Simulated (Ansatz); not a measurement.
Start from InP in the zinc blende structure (space group F-43m, No. 216; a = 5.9073 Å). Axes: x, y, z lie along the cube axes.

All numbers come from Kohn–Sham DFT with the r2SCAN functional, run in Ansatz (a program for electronic structure) with PAW and 500 eV plane waves, no SOC, earlier PAW set.

A first run, uniaxial strain ε_xx = +1.56 %, gives secant values C11 ≈ 96 GPa and C12 ≈ 50 GPa from its stress. A second run applies isotropic strain +0.69 %.

What does linear elasticity predict for the bulk modulus −ΔP/(ΔV/V₀) in the second run, and what does the run give?

Linear elasticity: (C11 + 2 C12)/3 = 65 GPa. The run gives 64 GPa; any difference comes from nonlinear terms at these strains and numerical noise.

Stability against distortions was not tested.
